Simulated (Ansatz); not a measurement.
Response to strain in SnO2

Base system: SnO2 in the rutile structure (space group P4_2/mnm, No. 136; a = 4.769 Å, c = 3.212 Å).

Strains are applied to the cell and any free atomic positions relax.

The values are results of Ansatz (a program for electronic structure), PBEsol, PAW, cutoff 420 eV, without spin-orbit coupling, not measurements.

Notes on the quantities. pressure: mean of the normal stresses, compression positive.

```
isotropic strain (%)  pressure (GPa)
--------------------  --------------
-3                              22.4
-2.4                            17.0
-1.8                            12.2
-1.2                             7.7
-0.6                               ?
0                                0.0
```

### Question
Fit P = P₀ − Bδ + Cδ² with δ = (1 + ε)³ − 1 to the rows shown and predict the withheld row.

### Answer
Least squares on the printed values gives P₀ = 0.0 GPa, B = 188 GPa (at held cell shape), C = 779 GPa (largest residual 0.1 GPa); this predicts 3.6 GPa, and the run gives 3.7 GPa, in agreement.

Whether these cells are dynamically stable was not tested.
